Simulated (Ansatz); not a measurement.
## A series of runs on ZnW3 (I4/mmm, 4 atoms in the cell)

```
CELL_PARAMETERS angstrom
     -1.93076     1.93076     4.30066
      1.93076    -1.93076     4.30066
      1.93076     1.93076    -4.30066
ATOMIC_POSITIONS crystal
  W  0.50000 0.50000 0.00000
  W  0.75000 0.25000 0.50000
  W  0.25000 0.75000 0.50000
  Zn 0.00000 0.00000 0.00000
```

Base run A: PBE run with Ansatz (an electronic-structure program), self-consistent single point.

Its settings: basis.ecutwfc = 420 eV; kpoints.mp_grid.grid = 8 8 8; hamiltonian.xc = pbe; hamiltonian.pseudopotentials = {kind: paw} (the program's default PAW files); scf.occupations.method = cold; scf.occupations.width = 0.2 eV.

The starting cell was generated: these elements placed on a structure prototype, without a prior relaxation; it need not be a known phase or ordering of this composition. Spin polarisation is off. In the base run, with a pressure of about -6 GPa the cell is away from its equilibrium volume at this level. Ansatz's pressure includes its estimate of the finite-basis (Pulay) stress.

ΔF is the free energy per atom less that of run A. 

| run | scf.occupations.width | ΔF (meV/atom) | pressure (GPa) | TS (meV/atom) |
|---|---|---|---|---|
| A | 0.2 eV | 0.00 | -5.71 | 0.8 |
| B | 0.002 eV | 0.38 | -5.70 | 0.0 |
| C | 0.01 eV | 0.37 | -5.71 | 0.0 |
| D | 0.025 eV | 0.36 | -5.73 | 0.0 |
| E | 0.05 eV | 0.31 | -5.72 | 0.1 |
| F | 0.1 eV | 0.25 | -5.72 | 0.0 |
| G | 0.15 eV | 0.19 | -5.72 | 0.4 |
| H | 0.3 eV | 0.02 | -5.72 | -2.8 |
| I | 0.5 eV | 7.8 | -5.93 | -29.8 |
| J | 0.8 eV | 26.2 | -5.91 | -44.5 |

Run I against A: The free energy goes up by 7.8 meV/atom and the pressure goes from -5.71 to -5.93 GPa.

Run J against A: The free energy rises by 26.2 meV/atom and the pressure goes from -5.71 to -5.91 GPa.

Keys are those of Ansatz 0.2.
